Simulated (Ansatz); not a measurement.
The starting structures come from a database of crystals and need not be the phases stable at ambient conditions.

By PBEsol, the system below comes out a metal.

A figure of merit of an interconnect metal is its ballistic conductance per area.

Here is the system:

```
CELL_PARAMETERS angstrom
      3.15742     0.00000     0.00000
     -1.57871     2.73441     0.00000
      0.00000     0.00000     4.85669
ATOMIC_POSITIONS crystal
  Nb 0.66667 0.33333 0.25242
  Nb 0.33333 0.66667 0.74758
  N  0.00000 0.00000 0.50000
```

Space group of this cell: P-3m1, anti-CdI2 type. The cell is taken as given; by PBEsol its mean pressure is -10.3 GPa.

The current flows along the normal of the first two printed cell vectors, the (001) plane of the conventional cell. No spin-orbit coupling; the value is a mean over 0.1 eV about the Fermi level.

Problem. State the ballistic conductance per area according to PBEsol (Ansatz, a quantum-chemistry and plane-wave program).

Solution. 0.74 × 10¹⁵ S/m² for both spins.
